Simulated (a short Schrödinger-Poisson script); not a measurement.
# Gated Al0.2Ga0.8As/GaAs modulation-doped gas

Structure: gated Al0.2Ga0.8As/GaAs modulation-doped gas, at 20 K.

| layer | material | thickness (nm) | Nd (cm⁻³) | Na (cm⁻³) |
|---|---|---|---|---|
| 1 | Al0.2Ga0.8As | 15 | - | - |
| 2 | Al0.2Ga0.8As | 10 | 1e18 | - |
| 3 | Al0.2Ga0.8As | 20 | - | - |
| 4 | GaAs | 6000 | - | 2e14 |

The device is made up for the run: typed textbook-type constants, with dimensions and the other settings drawn at random. Al0.2Ga0.8As: permittivity 12.33, conduction-band edge (eV) 0.158, gap (eV) 1.673, electron mass (mₑ) 0.0836, Nv at 300 K (cm⁻³) 9e18. GaAs: permittivity 12.9, conduction-band edge (eV) 0, gap (eV) 1.424, Nv at 300 K (cm⁻³) 9e18.

Channel valleys (confinement mass, in-plane density-of-states mass, number): Γ 0.067, 0.067, 1. At the gate the conduction-band edge of layer 1 lies 0.81 eV − eVg above the Fermi level of the channel; the field vanishes at the back. Donor level 0.02 eV below the band edge. The barrier under the gate holds no holes. Gaps are held at their typed values at every temperature. Mesh 0.08 nm at interfaces.

From a short Schrödinger-Poisson script (our own, NumPy): 1D Poisson equation in equilibrium, electrons quantum, Hartree plus LDA exchange-correlation (BenDaniel-Duke, 40 states a valley, the channel's in-plane mass for all, wave functions free to enter the barrier), parabolic valleys, classical holes, donors ionised by Fermi statistics, acceptors fully, no traps, pinning or gate leakage.

```tsv
Vg (V)	electrons (cm⁻²)	in the channel layer	C (μF/cm²)	Γ E0 (meV)	Γ E1 (meV)
0.5	1.12e11	1.11e11	0.210	-3.8	13.7
0.45	4.76e10	4.72e10	0.204	-0.9	14.9
0.4	4.14e6	4.11e6	0.00407	16.1	29.6
```

Gate voltages with under 1e6 electrons/cm² are left out.

Subbands count from the Fermi level.
